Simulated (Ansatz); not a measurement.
Start from CdSe in the zinc blende structure (space group F-43m, No. 216; a = 6.1964 Å).

The values are results of PBE (Ansatz, an electronic-structure program), no spin-orbit coupling, earlier PAW set, not measurements.

The change: every Cd is replaced by Zn; the structure is relaxed again.

Measured band gap: CdSe 1.77 eV (0 K or low temperature; as listed in arXiv:1206.3780); ZnSe 2.87 eV (static lattice; corrected from measurement; as listed in Wei Chen et al., Physical Review Materials (2018)).

Measured lattice parameter a: CdSe 6.077 Å (room temperature; as listed in arXiv:1206.3780); ZnSe 5.6676 Å (room temperature; as listed in Martin Albrecht, Beate Paulus, Hermann Stoll, Phys. Rev. B (1997)).

How well does PBE reproduce the measured shift?

With PBE the band gap moves by +0.66 eV (0.49 → 1.15) against +1.10 eV measured; the lattice parameter a moves by -0.464 Å (6.196 → 5.733) against -0.409 Å measured. The two measured values stand on different bases (one corrected, one not), which blurs small differences.

Stability against distortions was not tested.
